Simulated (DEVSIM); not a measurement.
System: abrupt Si n-p junction, at 300 K.

```csv
layer (left to right),material,thickness (μm),Nd (cm⁻³),Na (cm⁻³),τn (s),τp (s)
1,Si,0.150,4.7e18,-,0.00013,0.00013
2,Si,0.350,-,5.4e15,0.00013,0.00013
```

Left contact: ohmic. Right contact: ohmic. Voltage is applied to the left contact. Recombination: SRH at mid-gap, radiative. Mobility is μmin + (μ − μmin)/(1 + (N/Nref)^α).

This is a model device: material constants are rounded textbook-type values typed into the input, and sizes, dopings and lifetimes were drawn at random. Values at 300 K.

| parameter | Si |
|---|---|
| gap (eV) | 1.124 |
| affinity (eV) | 4.05 |
| permittivity | 11.7 |
| Nc (cm⁻³) | 2.86e19 |
| Nv (cm⁻³) | 3.1e19 |
| μn (cm²/Vs) | 1417 |
| μp (cm²/Vs) | 470 |
| μn,min | 52 |
| μp,min | 45 |
| Nref,n | 9.7e16 |
| Nref,p | 2.2e17 |
| αn | 0.68 |
| αp | 0.72 |
| B (cm³/s) | 4.7e-15 |

Model (solved in DEVSIM): 1D drift-diffusion, Boltzmann statistics, complete ionisation; no tunnelling, impact ionisation, image-force lowering or self-heating.

Question: Tabulate band edges, carrier densities and field at 5.0 V on the left contact.

Answer: Energies count from the Fermi level of the right contact; mesh points crowd at the junctions.

```tsv
x (μm)	Ec (eV)	Ev (eV)	n (cm⁻³)	p (cm⁻³)	field (V/cm)
0.000	-4.953	-6.077	4.7e18	< 1e2	≈ 0
0.01007	-4.953	-6.077	4.7e18	< 1e2	≈ 0
0.02136	-4.953	-6.077	4.7e18	< 1e2	≈ 0
0.03740	-4.953	-6.077	4.7e18	< 1e2	≈ 0
0.06321	-4.953	-6.077	4.7e18	< 1e2	≈ 0
0.08652	-4.953	-6.077	4.7e18	< 1e2	≈ 0
0.1083	-4.953	-6.077	4.7e18	< 1e2	≈ 0
0.1285	-4.953	-6.077	4.7e18	< 1e2	≈ 0
0.1411	-4.953	-6.077	4.6e18	< 1e2	3400
0.1499	-4.906	-6.030	7.6e17	< 1e2	190000
0.1591	-4.739	-5.863	1.2e15	< 1e2	180000
0.1765	-4.426	-5.551	6.6e9	< 1e2	180000
0.1968	-4.067	-5.191	25000	< 1e2	180000
0.2246	-3.580	-4.704	19000	< 1e2	170000
0.2729	-2.748	-3.872	19000	< 1e2	170000
0.3250	-1.873	-2.997	20000	< 1e2	170000
0.3747	-1.060	-2.184	20000	< 1e2	160000
0.4162	-0.396	-1.520	21000	< 1e2	160000
0.4520	0.165	-0.959	21000	2400	160000
0.4726	0.483	-0.641	21000	5.2e8	150000
0.4876	0.712	-0.412	21000	3.7e12	150000
0.5000	0.900	-0.224	22000	5.4e15	150000
```
